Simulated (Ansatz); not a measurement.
**PtC (model structure, Fm-3m, No. 225, 2 atoms in the cell)**

The numbers are results of r²SCAN (PAW; Ansatz, a first-principles code), not measurements.

Numerical settings: plane-wave cutoff 560 eV, 22×22×22 k mesh, Fermi–Dirac smearing 0.05 eV, scalar-relativistic PAW data made under PBE.

Cell (relaxed at this level):

Space group Fm-3m (No. 225); a = b = c = 4.4480 Å, α = β = γ = 90.00°

| atom | site | symmetry | x | y | z |
|---|---|---|---|---|---|
| Pt | 4a | m-3m | 0.0000 | 0.0000 | 0.0000 |
| C | 4b | m-3m | 0.5000 | 0.5000 | 0.5000 |
(The calculation used a cell of 2 atoms; values per cell refer to that cell.)

* **band gap**: none
* **bulk modulus B0**: 277 GPa

Note: the bulk modulus is −V dP/dV from two relaxed cells at ±2 % in volume; the relaxation could raise the start's symmetry but not lower it, so the cell can be a saddle point.

Spin–orbit coupling is not included; it can open a gap where bands touch, and shift volumes and moduli.

The computed numbers hold no vibrational or temperature effects.

Cost on a shared machine: very roughly 90 core-seconds.

A model structure was made by putting elements into a prototype or built by hand; it is no filed structure, need not be a known phase, and can be a saddle point held by its symmetry.
